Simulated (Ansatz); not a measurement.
System: CsCl-type CoGa. Method: r²SCAN+rVV10 in Ansatz (plane waves, PAW).

Numerical settings: plane-wave cutoff 600 eV, 22×22×22 k mesh, Fermi–Dirac smearing 0.039 eV (set by the program), no spin polarisation, scalar-relativistic PAW data made under PBE.

Computed at the level's own relaxed cell.

Hill averages of the elastic tensor: K = 207.9 GPa, G = 93.5 GPa. Volume 11.397 Å³/atom, mean atomic mass 64.328 u.

Task: Work out the density, the sound velocities of a polycrystal and the elastic Debye temperature, and Pugh's ratio at this level.

Result: ρ = 1.66054 × 64.328/11.397 = 9.373 g/cm³. v_l = √[(K + 4G/3)/ρ] = 5.957 km/s and v_t = √(G/ρ) = 3.158 km/s. The mean follows from 3/v_m³ = 1/v_l³ + 2/v_t³: v_m = 3.529 km/s. Θ_D = (ħ/k_B) v_m (6π²/V)^(1/3) = 76.38 K Å s/km × 3.529 × 1.7320 Å⁻¹ = 467 K, counting all atoms of the cell. K/G = 2.22, to be set beside Pugh's rough bound of 1.75 between brittle and ductile metals.

Ansatz is a program for electronic structure.
